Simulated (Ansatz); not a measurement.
Functionals compared on a O vacancy (surface) in a 2x1 cell of the 1x1 (100) surface of monoclinic ZrO2 (cut with top plane 2 O), in Ansatz (plane waves, PAW). The structure was relaxed with PBE; the other rows are single points on it, each with its references at the same level. Cutoff 420 eV (500 eV for r2SCAN). The points keep PBE's geometry, so the relaxation of a polaron and the settling of charge on one site are left out. HSE06 used the coarser mesh 2x3x1.

Host crystal: monoclinic ZrO2, with a band gap (PBE, scalar-relativistic without spin-orbit coupling).

Set-up: 47 atoms, 9.4 Å thick at the start (thin: gaps and levels are the slab's own); mesh 2x4x1; 0.01 eV smearing; dipole correction on; 4 atoms held, the rest relaxed; no symmetry held; spin-polarised from one start with parallel moments (other orders not tried), no spin-orbit, no U. The starting moment vanished. These notes are the PBE run's. r2SCAN: The program's check for a lower electronic state was not made. HSE06: The program's check for a lower electronic state was not made. The rows end in different magnetic states.

A dash marks a value that is undefined for that row or was read on another mesh.

| functional | formation energy (eV) | gap of the slab on its k-mesh (eV) | highest filled level below the top vacuum level (eV) | magnetic moment of the cell (μB) |
|---|---|---|---|---|
| PBE | 5.94 | 0.16 | 3.75 | 0.00 |
| r2SCAN | 6.30 | 0.13 | 3.61 | 2.00 |
| HSE06 | 6.29 | – | – | 0.00 |

Ansatz is a first-principles code.
